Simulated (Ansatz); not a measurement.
**PtSe₂ in the CdI2 type structure (space group P-3m1, No. 164; layered)**

```cif
data_PtSe2
_chemical_formula_sum 'Pt1 Se2'
_space_group_name_H-M_alt 'P 1'
_space_group_IT_number 1
_cell_length_a 3.73915
_cell_length_b 3.73915
_cell_length_c 4.62953
_cell_angle_alpha 90.000
_cell_angle_beta 90.000
_cell_angle_gamma 120.000
loop_
_space_group_symop_operation_xyz
  'x, y, z'
loop_
_atom_site_label
_atom_site_type_symbol
_atom_site_fract_x
_atom_site_fract_y
_atom_site_fract_z
_atom_site_occupancy
Pt1 Pt 0.00000 0.00000 0.00000 1
Se1 Se 0.66667 0.33333 0.27217 1
Se2 Se 0.33333 0.66667 0.72783 1
```

Level of theory: Ansatz (a quantum-chemistry and plane-wave program) PBEsol-D3(BJ), no SOC. Settings: 14×14×10 k-points, 0.05 eV Fermi–Dirac smearing.

Volume per atom: 18.68 Å³
Density: 10.46 g/cm³
Band gap: zero
Total energy: -7744.941 eV/atom (σ→0; compares only within this code and set-up)

No phonon test of stability was made. All final runs are without spin polarisation.
